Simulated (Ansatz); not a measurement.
InAgTe$_{2}$ in the chalcopyrite structure (space group I-42d, No. 122)

Space group I-42d (No. 122); a = 6.431 Å, b = 6.431 Å, c = 12.768 Å, α = 90.00°, β = 90.00°, γ = 90.00°

| atom | site | symmetry | x | y | z |
|---|---|---|---|---|---|
| Ag | 4a | -4.. | 0.0000 | 0.0000 | 0.0000 |
| In | 4b | -4.. | 0.0000 | 0.0000 | 0.5000 |
| Te | 8d | .2. | 0.2500 | 0.2588 | 0.3750 |
(The calculation used a cell of 8 atoms; values per cell refer to that cell.)

Level of theory: plane-wave PAW DFT at the PBEsol level (Ansatz, a quantum-chemistry and plane-wave program, 420 eV), without spin-orbit coupling, earlier PAW set. k-mesh 7×7×7 (Γ-centred); smearing 0.05 eV (Fermi–Dirac).

- Volume per atom: 33.01 Å³
- Density: 6.01 g/cm³
- Band gap: 0.08 eV, direct at Γ
- Lowest conduction-band minima above the VBM: Γ 0.08 eV; X (0, 0, 1/2) 0.86 eV; M (1/2, 1/2, 1/2) 1.47 eV
- Total energy: -6712.965 eV/atom (σ→0; compares only within this code and set-up)

With Te present, leaving out spin-orbit coupling can change the band edges. Stability against distortions was not tested. The zero or small gap of InAgTe2 can change with the level of theory.
